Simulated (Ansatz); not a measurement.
# Effect of biaxial strain +1.25 %, plane normal [111], relaxed out of plane on Au

Base system: Au in the fcc (Cu type) structure (space group Fm-3m, No. 225; a = 4.0830 Å; relaxed with 0.1 eV smearing). Axes: x, y, z lie along the cube axes.

Perturbation: tensile biaxial strain of 1.25 % in the plane normal to [111], as in epitaxy on a mismatched substrate; the out-of-plane cell vector and the atoms relax.

Computed with PBEsol in Ansatz (plane waves to 420 eV, PAW, no SOC). k-mesh 28×28×28 (Γ-centred); smearing 0.1 eV (Fermi–Dirac).

The volume per atom rises by 0.14 Å³ (17.02 Å³ → 17.16 Å³) and the space group goes from Fm-3m (No. 225) to R-3m (No. 166). The shortest interatomic distance drops by 0.019 Å, from 2.887 Å to 2.868 Å and the energy grows by 2.7 meV/atom. The pressure (mean of the normal stresses, compression positive) goes from zero to -1.3 GPa and the band gap is still zero. The out-of-plane strain comes out as -1.64 % and the ratio −ε⊥/ε∥ is 1.31. The mean in-plane stress (compression positive) amounts to -1.9 GPa.

Final structure (turned so that z lies along the plane normal):

```
CELL_PARAMETERS angstrom
      2.92318     0.00000     0.00000
      1.46159     2.53155     0.00000
      1.46159    -0.84385     2.31860
ATOMIC_POSITIONS crystal
  Au 0.00000 0.00000 0.00000
```

Stability against distortions was not tested.

Ansatz is a program for electronic structure.
